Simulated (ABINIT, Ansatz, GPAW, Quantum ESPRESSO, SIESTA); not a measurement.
## Li₃Mg (I4/mmm, 4 atoms in the cell) computed with different codes at matched settings

Self-consistent single point.

```yaml
crystal:
  lattice:
    - [-2.15793, 2.15793, 4.27820]
    - [2.15793, -2.15793, 4.27820]
    - [2.15793, 2.15793, -4.27820]
  atoms:
    - { symbol: Li, position: [0.50000, 0.50000, 0.00000] }
    - { symbol: Li, position: [0.25000, 0.75000, 0.50000] }
    - { symbol: Li, position: [0.75000, 0.25000, 0.50000] }
    - { symbol: Mg, position: [0.00000, 0.00000, 0.00000] }
```

Shared settings, as Ansatz (a program for electronic structure) writes them: kpoints.mp_grid.grid = 5 5 5; scf.occupations.method = fermi_dirac; scf.occupations.width = 0.05 eV. Potentials and cutoffs stand in the table.

```json
[
 {"code": "GPAW", "model": "PBEsol, GPAW PAW datasets PBEsol (made by gpaw-setup)", "pressure (GPa)": "0.17", "cutoff": "850 eV"},
 {"code": "SIESTA", "model": "GGA PBEsol, numerical atomic orbitals DZP, PseudoDojo PBEsol standard norm-conserving potentials (rewritten from UPF to PSML)", "pressure (GPa)": "0.54", "cutoff": "grid 350 Ry"},
 {"code": "ABINIT", "model": "PBEsol, norm-conserving pseudopotentials (PseudoDojo nc-sr-04 PBEsol standard)", "pressure (GPa)": "0.13", "cutoff": "42 Ha"},
 {"code": "Ansatz", "model": "PBEsol, PAW files made with PBE", "pressure (GPa)": "0.13", "cutoff": "420 eV"},
 {"code": "Quantum ESPRESSO", "model": "PBEsol, GBRV 1.5 ultrasoft (PBESOL) pseudopotentials", "pressure (GPa)": "0.14", "cutoff": "40 Ry"}
]
```

The spread over the programs that give each value: pressure within 0.41 GPa.

SIESTA uses small atom-centred bases, whose incompleteness enters pressures, forces and empty levels differently from a plane-wave cutoff. Ansatz's pressure is given at a fixed set of plane waves, as the other plane-wave codes print theirs.

On the base mesh (11 11 11) the same programs gave: Ansatz pressure 0.08 GPa; Quantum ESPRESSO pressure 0.09 GPa; ABINIT pressure 0.08 GPa; GPAW pressure 0.12 GPa; SIESTA pressure 0.47 GPa.

The starting cell comes from a database of computed structures (which also holds hypothetical and non-ambient phases and stackings), without a prior relaxation at this level.

Left out of this page: CP2K (on another mesh); FLEUR (not drawn, or without a comparable value).

Keys are those of Ansatz 0.2.
